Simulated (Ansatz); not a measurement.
Results of r²SCAN (PAW; Ansatz, a first-principles code) for BN (R3m, No. 160, 2 atoms in the cell; start mp-13150; a measured phase of this formula has another space group).

Settings: plane-wave cutoff 500 eV, 18×18×18 k mesh, Fermi–Dirac smearing 0.05 eV, scalar-relativistic PAW data made under PBE.

Cell (relaxed at this level):

```cif
data_BN
_chemical_formula_sum 'B1 N1'
_space_group_name_H-M_alt 'P 1'
_space_group_IT_number 1
_cell_length_a 3.72160
_cell_length_b 3.72160
_cell_length_c 3.72160
_cell_angle_alpha 39.262
_cell_angle_beta 39.262
_cell_angle_gamma 39.262
loop_
_space_group_symop_operation_xyz
  'x, y, z'
loop_
_atom_site_label
_atom_site_type_symbol
_atom_site_fract_x
_atom_site_fract_y
_atom_site_fract_z
_atom_site_occupancy
B1 B 0.99962 0.99962 0.99962 1
N1 N 0.33281 0.33281 0.33281 1
```

Task: What does this level give for the band gap?

Result: 
- band gap: 4.82 eV (on the SCF k mesh)

Note: the relaxation could not lower the start's symmetry, so the cell can be a saddle point above a distorted one; the cell has widely spaced layers and the level no dispersion term, so their spacing and the moduli can rest on weak binding.

The computed numbers hold no vibrational or temperature effects.

A start named mp-… is a Materials Project structure, which need not be a measured phase.
